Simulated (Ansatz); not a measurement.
An Ansatz (a program for electronic structure) run: GaAs with a change (tensor shear ε_xy = +1.14 %); Ansatz, r2SCAN, PAW, cutoff 500 eV, scalar-relativistic without spin-orbit coupling.

Input:

Ansatz 0.2 input:
```yaml
crystal:
  lattice:
    - [0.0323001594, 2.8333473177, 2.8333473177]
    - [2.8333473177, 0.0323001594, 2.8333473177]
    - [2.8656474771, 2.8656474771, 0]
  atoms:
    - { symbol: Ga, position: [0, 0, 0] }
    - { symbol: As, position: [0.25, 0.25, 0.25] }
basis: { ecutwfc: 500, ecutrho_ratio: 4, xc_grid: 4, fft_grid_basis: typed }
kpoints: { mp_grid: { grid: [10, 10, 10] } }
hamiltonian:
  xc: r2scan
  dispersion: none
  pseudopotentials: { kind: paw }
scf: { occupations: { method: fermi_dirac, width: 0.05 }, convergence: { dr2_threshold: 0.0000000002 } }
relax: { f_tol: 0.005, max_steps: 50 }
output: { forces: true, stress: true }
checkpoint: { write: state.ck, write_every: 1000 }
```

Output (explanatory and most iteration lines left out):

```
Relaxation: its limit of steps is 50 (relax.max_steps)
Pseudopotential: Ga, paw, valence charge 13
Pseudopotential: As, paw, valence charge 15
Crystal: 2 atoms, lattice volume = 45.486 Å³
Basis set: ecut = 500 eV, 1171 PW (Γ), exchange–correlation on 120×120×120 points (64 copies of the dense FFT grid, shifted against one another)
Bands: 18, of which v1, the nominal top of the filled ones, is band 14 counted from 1 (13 counted from 0)
Symmetry: 4 space group operations
Space group: Imm2 (ITA 44), of the structure as read, at distance tolerance 3.6e-5 Å
k-points: 171 of 1000 (time reversal used)
Functional: x = r2scan, c = r2scan; τ floored in thin density (d = 2e-4 eV/Å³)
SCF iter   1: F=—  HF=-8655.742574 eV  |F-HF|=—  |Δ(HF+E_count)|=         —  Δρ=7.92e-3  dr2=1.08e-2  dr2_τ=4.30e-3  ethr=1.77e-3  ⟨swp⟩=5.7  Hψ=15150  notcnv=0
SCF iter   2: F=—  HF=-8655.751766 eV  |F-HF|=—  |Δ(HF+E_count)|=   9.19e-3  Δρ=1.63e-3  dr2=1.43e-3  dr2_τ=3.61e-5  ethr=3.85e-5  ⟨swp⟩=2.0  Hψ=7524  notcnv=0
SCF 1 converged in 8 iterations: F = -8655.751523 eV  dr2 = 1.58e-11
relax step   1: F+E_penalty+E_count = -8655.75152288 eV  Δ(F+E_penalty+E_count) = +0.000e0 eV  max|allowed force component| = 1.577e-1 eV/Å  Δτ_max = 0.0000 Å  (8 SCF iters, accepted)
Crystal: 2 atoms, lattice volume = 45.486 Å³
SCF iter   1: F=—  HF=-8655.752279 eV  |F-HF|=—  |Δ(HF+E_count)|=         —  Δρ=8.74e-4  dr2=1.37e-4  dr2_τ=3.40e-4  ethr=5.04e-7  ⟨swp⟩=2.0  Hψ=11407  notcnv=0
SCF iter   2: F=—  HF=-8655.752795 eV  |F-HF|=—  |Δ(HF+E_count)|=   5.16e-4  Δρ=4.08e-4  dr2=2.94e-5  dr2_τ=4.52e-7  ethr=4.88e-7  ⟨swp⟩=2.0  Hψ=4616  notcnv=0
SCF 2 converged in 7 iterations: F = -8655.752803 eV  dr2 = 3.26e-11
relax step   2: F+E_penalty+E_count = -8655.75280337 eV  Δ(F+E_penalty+E_count) = -1.280e-3 eV  max|allowed force component| = 3.057e-2 eV/Å  Δτ_max = 0.0068 Å  (7 SCF iters, accepted)
Crystal: 2 atoms, lattice volume = 45.486 Å³
SCF iter   1: F=—  HF=-8655.752823 eV  |F-HF|=—  |Δ(HF+E_count)|=         —  Δρ=2.11e-4  dr2=7.94e-6  dr2_τ=1.97e-5  ethr=2.82e-7  ⟨swp⟩=2.2  Hψ=7975  notcnv=0
SCF iter   2: F=—  HF=-8655.752853 eV  |F-HF|=—  |Δ(HF+E_count)|=   3.05e-5  Δρ=9.81e-5  dr2=1.70e-6  dr2_τ=2.65e-8  ethr=2.83e-8  ⟨swp⟩=2.0  Hψ=5984  notcnv=0
SCF 3 converged in 6 iterations: F = -8655.752853 eV  dr2 = 3.95e-11
relax step   3: F+E_penalty+E_count = -8655.75285340 eV  Δ(F+E_penalty+E_count) = -5.003e-5 eV  max|allowed force component| = 7.067e-6 eV/Å  Δτ_max = 0.0016 Å  (6 SCF iters, accepted)
Crystal: 2 atoms, lattice volume = 45.486 Å³
SCF iter   1: F=—  HF=-8655.752853 eV  |F-HF|=—  |Δ(HF+E_count)|=         —  Δρ=3.49e-7  dr2=3.96e-11  dr2_τ=6.48e-13  ethr=1.00e-12  ⟨swp⟩=2.5  Hψ=15509  notcnv=0
SCF iter   2: F=-8655.752853 eV  HF=-8655.752853 eV  |F-HF|=1.82e-12  |Δ(HF+E_count)|=  2.00e-11  Δρ=1.42e-7  dr2=5.00e-12  dr2_τ=1.32e-13  ethr=1.00e-12  ⟨swp⟩=4.0  Hψ=10029  notcnv=0
SCF 4 converged in 2 iterations: F = -8655.752853 eV  dr2 = 5.00e-12
SCF converged after 2 iterations
Free energy (F): -8655.752853 eV
Internal energy: -8655.752853 eV  (E = F + TS)
E sigma→0 (E₀):  -8655.752853 eV
Entropy (-TS):   -0.000000 eV (-0.000 meV/atom)
Fermi energy:    8.374521 eV
--- Forces (eV/Å), atoms counted from 1 ---
  atom   1  Ga    -0.00000000     0.00000000    -0.00000628
  atom   2  As     0.00000000    -0.00000000     0.00000525
--- Stress (GPa, compression-positive) ---
        0.032802      -1.376828       0.000000
       -1.376828       0.032802      -0.000000
        0.000000      -0.000000      -0.001033
  P = ⅓ Tr σ = 0.0215 GPa (0.215 kbar)
--- Relaxed structure (3 steps of the walk, 3 accepted, 0 SCFs on fresh bases) ---
  atoms:
    - { symbol: Ga, position: [0.0014888209997274474, 0.0014888209997274474, -0.0014888209997274474] }
    - { symbol: As, position: [0.24851117900027253, 0.24851117900027253, 0.25148882099972747] }
```

The cells carry an imposed strain or load. Whether these cells are dynamically stable was not tested. The cell was made from GaAs in the zinc blende structure (space group F-43m, No. 216) by this change: tensor shear ε_xy = +1.14 %.
